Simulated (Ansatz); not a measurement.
Take Mo in the bcc (W type) structure (space group Im-3m, No. 229; a = 3.1512 Å; relaxed with 0.1 eV smearing) as the base.

Calculations: plane-wave PAW DFT at the r2SCAN level (Ansatz, an electronic-structure program, 500 eV), no spin-orbit coupling, earlier PAW set.

Before the change:

```
Quantity    Value
--------  -------
Pressure  0.0 GPa
Band gap     zero
```

Now apply this change: every lattice vector is shortened by 5.29 %; the atoms relax in the strained cell.

Task: How does this affect the pressure?

Result: The pressure goes from zero to 61.6 GPa.

Task: What does the calculation give for the energy relative to the base after the change?

Result: The energy grows by 0.396 eV/atom.

Task: What happens to the band gap?

Result: The band gap stays zero.

No phonon test of stability was made. The final runs are not spin-polarised.
